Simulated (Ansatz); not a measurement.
Results of PBE (Ansatz, an electronic-structure program, PAW) for L1₀ (CuAu-type) TiAl.

Settings: plane-wave cutoff 500 eV, 20×20×14 k mesh (along the axes of the cell as run), Fermi–Dirac smearing 0.1 eV, no spin polarisation, scalar-relativistic PAW data made under PBE.

Computed at the level's own relaxed cell.

Question: Estimate the volume per atom, lattice constant a and lattice parameter c that the calculation returns.

Answer: 
* **volume per atom**: 16.25 Å³/atom
* **lattice constant a**: 2.824 Å
* **lattice parameter c**: 4.076 Å

Measured, for comparison: lattice constant a 2.826 Å (temperature not stated, no zero-point or thermal correction, P4/mmm two-atom cell, a_fct/√2; as tabulated in Zope and Mishin (2003), arXiv:cond-mat/0306298); lattice parameter c 4.077 Å (temperature not stated, no zero-point or thermal correction; as tabulated in Zope and Mishin (2003), arXiv:cond-mat/0306298). Computed (rounded) less measured: lattice constant a -0.1 %, lattice parameter c 0.0 %.

Cost on a shared machine: around 110 core-seconds (rough).
